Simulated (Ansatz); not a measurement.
The parent structure is ZrSi₂ (space group Cmcm, No. 63; a = 3.7044 Å, b = 14.7922 Å, c = 3.6789 Å). Axes: x, y, z lie along a, b, c of the conventional cell.

The values are results of PBE in Ansatz (plane waves to 420 eV, PAW, no spin-orbit coupling), not measurements.

For the base:

- Volume per atom: 16.80 Å³
- Pressure: 0.0 GPa
- Band gap: zero

Now apply this change: compressive biaxial strain of 2.12 % in the plane normal to [001], as in epitaxy on a mismatched substrate; the out-of-plane cell vector and the atoms relax.

Q: Estimate the effect on the energy relative to the base, volume per atom, pressure and band gap.

A: The energy goes up by 12 meV/atom; the volume per atom decreases by 0.51 Å³ (16.80 Å³ → 16.29 Å³); the pressure (mean of the normal stresses, compression positive) goes from zero to 3.7 GPa; the band gap stays zero.

Without a gap, meshes like the base's 13×13×13 leave anisotropic stresses uncertain by several tenths of a GPa, and small strain energies with them. Whether these cells are dynamically stable was not tested. All final runs are without spin polarisation.

Ansatz is a quantum-chemistry and plane-wave program.
